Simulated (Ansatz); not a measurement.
The reference is ZnSe in the zinc blende structure (space group F-43m, No. 216; a = 5.6656 Å). Axes: x, y, z lie along the cube axes.

Level of theory: DFT with r2SCAN, PAW potentials and a 500 eV plane-wave cutoff in Ansatz (a program for electronic structure), no SOC.

Perturbation: the cell is stretched by 0.50 % along z with no lateral relaxation, atoms relaxed at fixed cell.

Predict the stress tensor and what it implies for the stiffness.

Stress of the strained cell less that of the base (GPa, compression positive):
```
  -0.26    0.00    0.00
   0.00   -0.26    0.00
   0.00    0.00   -0.45
```

Then −Δσ_ii/ε with ε = 0.0050 gives relaxed-ion elastic constants: C33 ≈ 90 GPa, C13 ≈ 52 GPa and C23 ≈ 52 GPa.

No phonon test of stability was made.
